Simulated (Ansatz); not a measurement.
**ZnIn₂O₄ (model structure, started from the defect chalcopyrite type, I-4, No. 82, 7 atoms in the cell)**

The numbers are results of r²SCAN0 in Ansatz (PAW), not measurements.

Run with plane-wave cutoff 520 eV, 6×6×6 k mesh, Fermi–Dirac smearing 0.01 eV, scalar-relativistic PAW data made under PBE.

Cell (relaxed with PBEsol):

In2ZnO4 has the tetragonal space group I-4 (No. 82), Pearson symbol tI14. Conventional cell: a = 4.6950 Å, b = 4.6950 Å, c = 10.0274 Å, α = 90.00°, β = 90.00°, γ = 90.00°. In1 on 2b sees 4 O at 2.064 Å (tetrahedral). In2 on 2d is surrounded by 4 O at 2.061 Å (tetrahedral). Zn on 2a has 4 O at 1.964 Å (tetrahedral). O on 8g is coordinated by 1 Zn at 1.964 Å and 2 In at 2.061–2.064 Å. (Neighbours: up to the widest gap in distance over summed covalent radii, below 1.35, at either atom; cation-cation and far metal-metal contacts left out.)
(The calculation used a cell of 7 atoms; values per cell refer to that cell.)

```json
{
 "band_gap": "3.31 eV (on the SCF k mesh)"
}
```

Note: the relaxation could raise the start's symmetry but not lower it, so the cell can be a saddle point; cell and atoms aren't relaxed at this level (largest force component 0.40 eV/Å, pressure -2.8 GPa).

Spin–orbit coupling is not included.

Computed values are for the static lattice.

A model structure was made by putting elements into a prototype or built by hand; it is no filed structure, need not be a known phase, and can be a saddle point held by its symmetry.

Ansatz is a quantum-chemistry and plane-wave program.
